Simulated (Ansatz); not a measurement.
Take PbS in the rock salt structure (space group Fm-3m, No. 225; a = 5.974 Å) as the base.

All numbers come from r2SCAN (Ansatz, an electronic-structure program, PAW, no spin-orbit coupling).

Base values:

```
Item        Result
--------  --------
Band gap   0.69 eV
Pressure  0.1 kbar
```

Perturbation: an isotropic linear strain of −2.09 %, atoms relaxed at fixed cell.

Predict the new energy relative to the base, band gap and pressure.

The energy goes up by 20 meV/atom; the band gap decreases by 0.255 eV (0.69 eV → 0.44 eV); the pressure rises by 42.0 kbar, from 0.1 kbar to 42.1 kbar.

Spin-orbit coupling, missing from the scalar runs, can matter with Pb. Stability against distortions was not tested.
